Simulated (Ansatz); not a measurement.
## Several settings converged on CoSi₂ (Fm-3m, 3 atoms in the cell)

```xyz
3
Lattice="0.0000 2.6720 2.6720 2.6720 0.0000 2.6720 2.6720 2.6720 0.0000" Properties=species:S:1:pos:R:3 pbc="T T T"
Co     0.0000     0.0000     0.0000
Si     1.3360     1.3360     1.3360
Si     4.0079     4.0079     4.0079
```

Base method: PBEsol, default PAW files made with PBE (plane waves; Ansatz, a first-principles code).

Base settings: basis.ecutwfc = 30.9 Ry; kpoints.mp_grid.grid = 11 11 11; hamiltonian.xc = pbesol; hamiltonian.pseudopotentials = {kind: paw} (the program's default PAW files); scf.occupations.method = fermi_dirac; scf.occupations.width = 0.0073 Ry.

Core times come from one kind of shared machine, to one figure; runs under 30 s give none.

**Zone-centre phonons against the cutoff**

In this ladder: phonons.method = dfpt.

The mesh stays at the base's, so the ladder's end is converged at best in this setting alone.

Frequencies are those of the unrelaxed cell, without the LO-TO term of polar crystals.

Only quantities that move along the ladder and can be compared are tabulated.

| basis.ecutwfc | highest zone-centre frequency (cm⁻¹) | lowest optical frequency (cm⁻¹) |
|---|---|---|
| 15.4 Ry | 364.2 | 341.5 |
| 18.4 Ry | 314.6 | 313.7 |
| 21.7 Ry | 328.2 | 321.2 |
| 26.1 Ry | 332.1 | 330.9 |
| 30.9 Ry | 331.7 | 331.1 |
| 37.1 Ry | 331.7 | 331.1 |
| 46.3 Ry | 331.7 | 331.1 |

Coarsest basis.ecutwfc that holds the lowest optical frequency within 1 cm⁻¹ of the last step, with all finer ones: 26.1 Ry; the step before is off by 9.8 cm⁻¹.

Coarsest basis.ecutwfc that holds the highest zone-centre frequency within 1 cm⁻¹ of the last step, with all finer ones: 26.1 Ry; the step before is off by 3.5 cm⁻¹.

**The q mesh of the phonons**

In this ladder: kpoints.mp_grid.grid = 12 12 12; phonons.method = dfpt.

Only quantities that move along the ladder and can be compared are tabulated.

Thermal sums run over frequencies interpolated from this q mesh.

```csv
phonons.qmesh,zero-point energy (meV/atom),vibrational free energy at 300 K (meV/atom),core time / last (rough)
1 1 1,48.92,20.64,–
2 2 2,52.28,24.58,0.08
3 3 3,52.09,24.21,0.2
4 4 4,52.05,24.05,1
```

Coarsest phonons.qmesh that holds the vibrational free energy at 300 K within 2 meV/atom of the last step, with all finer ones: 2 2 2, at about 0.08 of the last step's time; the step before is off by 3.4 meV/atom.

Coarsest phonons.qmesh that holds the zero-point energy within 0.5 meV/atom of the last step, with all finer ones: 2 2 2, at about 0.08 of the last step's time; the step before is off by 3.1 meV/atom.

On the base run: the starting cell has typed, rounded lattice constants, without a prior relaxation at this level. Its lattice was rescaled by up to half a per cent. Spin polarisation is off. In the base run, with a pressure of about -3 GPa the cell is away from its equilibrium volume at this level.

Keys are those of Ansatz 0.2.
